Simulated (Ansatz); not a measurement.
Input:

```xyz
5
Lattice="4.9528 0.0000 0.0000 0.0000 4.9528 0.0000 0.0000 0.0000 4.9528" Properties=species:S:1:pos:R:3 pbc="T T T"
Sr     0.0000     0.0000     0.0000
Ti     2.4764     2.4764     2.4764
Se     0.0000     2.4764     2.4764
Se     2.4764     2.4764     0.0000
Se     2.4764     0.0000     2.4764
```

No spin polarisation.

A single point on hypothetical cubic perovskite SrTiSe3, its geometry relaxed with PBEsol.

Calculations: r2SCAN (Ansatz, a program for electronic structure, PAW, spin-orbit coupling left out). k-mesh 10×10×10 (Γ-centred); smearing 0.05 eV (Fermi–Dirac).

Predict the pressure and band gap.


```json
{
 "pressure": "2.5 GPa",
 "band_gap": "zero"
}
```

Single points use the geometry relaxed with PBEsol. Whether these cells are dynamically stable was not tested. All final runs are without spin polarisation. The cell is SrTiSe3 in the cubic perovskite structure (space group Pm-3m, No. 221; a hypothetical phase, not in the database extracts checked). Many cubic perovskites are stable only at high temperature; tilts and polar distortions were not tested. SrTiSe3 has a high density of states at the Fermi level and may be magnetic at this level.
